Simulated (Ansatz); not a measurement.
Phonon-limited resistivity of Zr$_{2}$AlN (P6_3/mmc) against temperature in μΩ·cm, Ansatz (a quantum-chemistry and plane-wave program) with PBEsol, DFPT electron-phonon coupling, linearised Boltzmann equation, harmonic crystal at a fixed cell. x, y and z are the axes of this cell:
```
AlZr2N
1.0
    3.22128     0.00000     0.00000
   -1.61064     2.78971     0.00000
    0.00000     0.00000    14.31615
Zr Al N
4 2 2
Direct
  0.66667   0.33333   0.58810
  0.33333   0.66667   0.41190
  0.33333   0.66667   0.08810
  0.66667   0.33333   0.91190
  0.66667   0.33333   0.25000
  0.33333   0.66667   0.75000
  0.00000   0.00000   0.50000
  0.00000   0.00000   0.00000
```

```
T        ρ (x, y)  ρ (z)
-----  ----------  -----
50 K         0.46   0.60
77 K   (withheld)    2.4
100 K  (withheld)    4.6
150 K         8.2   10.0
200 K        12.9   15.6
250 K        17.7     21
273 K        19.8     24
300 K          22     26
```

**Question.** Fill in the missing entries.

**Answer.** 
- 77 K, ρ (x, y): 1.89
- 100 K, ρ (x, y): 3.7

A metal at this level (no band gap). Only scattering by harmonic phonons is included (no impurities, grain boundaries, electron-electron scattering or thermal expansion). Spin-orbit coupling is left out. Halving the electron mesh (32x32x8) moves the resistivity by up to 5 %. Smearing 0.20 eV; phonons on a 5x5x1 q mesh, which this run doesn't test and which matters most at low temperature.

Computed structure with no diffraction record at hand here (it may be known, metastable or hypothetical): Zr2AlN (P6_3/mmc).
